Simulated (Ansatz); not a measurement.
Defect: Y-vacancy pair (Y on one host Hf site, one O site vacant) in monoclinic HfO2, charge state +1. Calculation: PBE, PAW (plane waves to 420 eV; Ansatz, a first-principles code).

Cell of 96 host sites held at the relaxed PBE lattice; the Γ point alone; Fermi-Dirac width 0.01 eV, spin-restricted; finite-size errors left in. No zero-point or tunnelling terms. Spin-orbit coupling is left out. The charge state is imposed; whether it is stable for some Fermi level was not computed. Forms of the defect that were not tried may lie lower. The start lies 0.066 eV above the lowest site run (PBE).

Barriers: single points on a 2×2×2 k-point mesh shifted by half a step at the bands' geometries.

The step: a nearby O atom hops onto the vacant site (Y-vacancy distance between ideal sites 2.05 → 4.45 Å). Atoms about the jump, Cartesian Å from the middle of the jump, before and after:

```json
[
 {"atom": "O1", "x0": "-0.26", "y0": "-1.09", "z0": "-0.48", "x1": "0.26", "y1": "1.09", "z1": "0.48"},
 {"atom": "Hf2", "x0": "-1.70", "y0": "0.17", "z0": "0.25", "x1": "-1.60", "y1": "0.42", "z1": "0.41"},
 {"atom": "O3", "x0": "-0.69", "y0": "-0.30", "z0": "2.05", "x1": "-0.69", "y1": "-0.56", "z1": "2.07"},
 {"atom": "O4", "x0": "2.05", "y0": "-0.82", "z0": "1.30", "x1": "2.12", "y1": "-0.91", "z1": "1.27"},
 {"atom": "Hf5", "x0": "1.43", "y0": "-2.32", "z0": "-0.13", "x1": "1.67", "y1": "-2.43", "z1": "-0.09"},
 {"atom": "O6", "x0": "2.52", "y0": "-0.78", "z0": "-1.35", "x1": "2.53", "y1": "-0.82", "z1": "-1.34"},
 {"atom": "Hf7", "x0": "1.07", "y0": "0.61", "z0": "2.66", "x1": "1.00", "y1": "0.65", "z1": "2.46"},
 {"atom": "O8", "x0": "0.21", "y0": "-0.47", "z0": "-3.15", "x1": "0.17", "y1": "-0.45", "z1": "-3.04"},
 {"atom": "O9", "x0": "0.58", "y0": "2.04", "z0": "-1.97", "x1": "0.66", "y1": "2.21", "z1": "-2.17"},
 {"atom": "O10", "x0": "-2.67", "y0": "-0.82", "z0": "-1.37", "x1": "-2.25", "y1": "-0.81", "z1": "-1.23"},
 {"atom": "Y11", "x0": "1.52", "y0": "3.01", "z0": "-0.19", "x1": "1.44", "y1": "2.89", "z1": "-0.14"},
 {"atom": "O12", "x0": "-2.14", "y0": "1.70", "z0": "-1.11", "x1": "-2.17", "y1": "1.79", "z1": "-1.13"},
 {"atom": "Hf13", "x0": "1.89", "y0": "0.71", "z0": "-2.78", "x1": "1.88", "y1": "0.72", "z1": "-2.78"},
 {"atom": "O14", "x0": "2.38", "y0": "1.77", "z0": "1.53", "x1": "2.60", "y1": "1.76", "z1": "1.57"},
 {"atom": "Hf15", "x0": "-1.02", "y0": "-1.89", "z0": "-2.36", "x1": "-1.06", "y1": "-1.99", "z1": "-2.48"},
 {"atom": "O16", "x0": "3.12", "y0": "1.71", "z0": "-1.18", "x1": "3.11", "y1": "1.69", "z1": "-1.20"},
 {"atom": "O17", "x0": "0.67", "y0": "-3.02", "z0": "-2.02", "x1": "0.67", "y1": "-2.92", "z1": "-1.90"},
 {"atom": "Hf18", "x0": "3.67", "y0": "0.27", "z0": "0.28", "x1": "3.70", "y1": "0.30", "z1": "0.29"}
]
```

Question: Where do these atoms stand at the saddle point, and how high is it?

Answer: 
```
atom      x      y      z
----  -----  -----  -----
O1     0.26   0.05  -0.14
Hf2   -1.61   0.31   0.30
O3    -0.76  -0.37   2.21
O4     2.17  -0.89   1.37
Hf5    1.56  -2.29  -0.09
O6     2.59  -0.80  -1.34
Hf7    1.03   0.57   2.57
O8     0.15  -0.44  -3.09
O9     0.67   2.23  -2.17
O10   -2.42  -0.82  -1.32
Y11    1.46   2.92  -0.18
O12   -2.15   1.77  -1.14
Hf13   1.85   0.70  -2.76
O14    2.45   1.74   1.53
Hf15  -1.08  -1.96  -2.48
O16    3.11   1.70  -1.18
O17    0.66  -2.88  -1.93
Hf18   3.71   0.29   0.30
```
It lies 1.16 eV above the start and 0.95 eV above the end. The saddle point's order was not checked.
